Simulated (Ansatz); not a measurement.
## Effective masses and thermopower of SiC (I-4m2)

Data:

```
CSi
1.0
    0.00000     2.21217     2.06362
    2.21217     0.00000     2.06362
    2.21217     2.21217     0.00000
Si C
1 1
Direct
  0.00000   0.00000   0.00000
  0.25000   0.25000   0.25000
```

These are r2SCAN with spin-orbit coupling, rigid bands (plane waves, PAW; Ansatz, an electronic-structure program) values and carry that method's errors. Condition of this run: uniaxial stress along [001] of 15 GPa (compression positive) (the target of the relaxation). Geometry: cell and atoms relaxed with PBEsol, then loaded as said.

The band gap is 0.99 eV and the electron conductivity mass (300 K, dilute) is 0.25 (x), 0.25 (y), 0.56 (z) mₑ. The hole conductivity mass (300 K, dilute) is 0.65 (x), 0.65 (y), 0.52 (z) mₑ, the effective density of states N_c (300 K) is 4.7e18 cm⁻³ and the effective density of states N_v (300 K) is 1.1e19 cm⁻³. The density-of-states mass, electrons is 0.33 mₑ and the density-of-states mass, holes is 0.57 mₑ. The Seebeck coefficient, n-type 1e19 cm⁻³, 300 K is -164 μV/K. The Seebeck coefficient, p-type 1e19 cm⁻³, 300 K is 235 μV/K.

Rigid bands; masses and Seebeck coefficients take one relaxation time τ for all states and one kind of carrier; polarons and phonon drag are left out. Geometry: cell and atoms relaxed with PBEsol.
